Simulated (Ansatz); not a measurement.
**What biaxial strain +2.00 %, plane normal [001], relaxed out of plane does to MoSi2**

The parent structure is MoSi2 (space group I4/mmm, No. 139; a = 3.2168 Å, c = 7.8746 Å; relaxed with 0.1 eV smearing). Axes: x, y, z lie along a, b, c of the conventional cell.

The change: tensile biaxial strain of 2.00 % in the plane normal to [001], as in epitaxy on a mismatched substrate; the out-of-plane cell vector and the atoms relax.

Computed with PBE (Ansatz, a first-principles code), no spin-orbit coupling. Γ-centred 25×25×25 mesh, Fermi–Dirac width 0.1 eV.

The volume per atom goes up by 0.455 Å³ (13.58 Å³ → 14.04 Å³) and the space group is still I4/mmm (No. 139). The energy rises by 15 meV/atom and the band gap is still zero. The out-of-plane strain is -0.66 % and the ratio −ε⊥/ε∥ comes out as 0.33. The mean in-plane stress (compression positive) comes out as -8.6 GPa.

No phonon test of stability was made. The final runs are not spin-polarised.
